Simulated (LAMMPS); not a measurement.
Consider ZrO2 (fluorite), 324 atoms, at 300 K and 0 GPa, heated as the crystal in molecular dynamics.

Method: classical MD, Buckingham potential of Woodley, Battle, Gale and Catlow, Phys. Chem. Chem. Phys. 1, 2535 (1999), used with rigid ions (no shells), PPPM sums, short-range terms cut at 10 Å, modified for these runs by an r^-4 repulsive force inside the short-range force's maximum; code LAMMPS.

Starting crystal:

```
ZrO2
1.0
    5.09000     0.00000     0.00000
    0.00000     5.09000     0.00000
    0.00000     0.00000     5.09000
Zr O
4 8
Cartesian
  0.00000   0.00000   0.00000
  0.00000   2.54500   2.54500
  2.54500   0.00000   2.54500
  2.54500   2.54500   0.00000
  1.27250   3.81750   3.81750
  1.27250   1.27250   3.81750
  1.27250   1.27250   1.27250
  1.27250   3.81750   1.27250
  3.81750   3.81750   1.27250
  3.81750   1.27250   1.27250
  3.81750   1.27250   3.81750
  3.81750   3.81750   3.81750
```

Problem. Predict the state found, the volume per atom, the mean frequency of the velocity spectrum, the density.

Solution. state found: crystal; no diffusion seen in 21 ps; volume per atom: 10.9158 ± 0.0002 Å³; mean frequency of the velocity spectrum: 15.7 THz; density: 6.2483 ± 0.0001 g/cm³.

Caution: the potential ionic pair potential woodley1999 is fitted for structure prediction of static crystals. Caution: in nature this polymorph isn't the stable one over the whole range of temperature at this pressure, and short runs keep a crystal in its starting form.
